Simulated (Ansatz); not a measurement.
Take TiAl (space group P4/mmm, No. 123; a = 2.766 Å, c = 4.002 Å; relaxed with 0.1 eV smearing) as the base.

All numbers come from DFT with LDA, PAW potentials and a 420 eV plane-wave cutoff in Ansatz (a program for electronic structure), spin-orbit coupling left out.

For the base:

```
Property   Result
--------  -------
Pressure  0.0 GPa
```

Perturbation: the cell is scaled by 1.0150 in all directions; the atoms relax in the strained cell.

Problem. Predict the new energy relative to the base.

Solution. The energy goes up by 12 meV/atom.

Problem. What does the calculation give for the pressure after the change?

Solution. The pressure (mean of the normal stresses, compression positive) goes from zero to -5.2 GPa.

No phonon test of stability was made. The final runs are not spin-polarised.
